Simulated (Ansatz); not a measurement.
Structures of equal composition on the (111)B surface of zinc-blende BN (N plane on top): 2x2 B adatom at H3; 2x2 B adatom at T1; 2x2 B adatom at T4. The slabs share one bottom face, and each structure is named by its start. These are constructed structures in small cells; real faces may alloy, dewet or reconstruct in larger ones, and not all known structures of the face are among them. Slabs of about 11 Å with all that they carry, Fermi-Dirac smearing of 0.025 eV. Bottom of the slabs: H caps. Relaxed from the named starts with such symmetry as they have, on meshes of like density; energies extrapolated to zero smearing; no spin-orbit coupling, no U. Spin-polarised runs, if any, are marked in brackets, and their order is one that fits the cell; the others ran without spin. Where a second, spin-polarised start was run, the lower counts.

Calculation: PBE (plane waves to 420 eV, PAW; Ansatz, an electronic-structure program).

Rank these by energy per 1x1 cell (lowest first), as PBE gives it.

2x2 B adatom at H3 (0.000 eV, gap 2.99 eV on the mesh), 2x2 B adatom at T4 (0.169 eV, gap 1.82 eV on the mesh), 2x2 B adatom at T1 (0.975 eV, a narrow gap of 0.07 eV by band count)
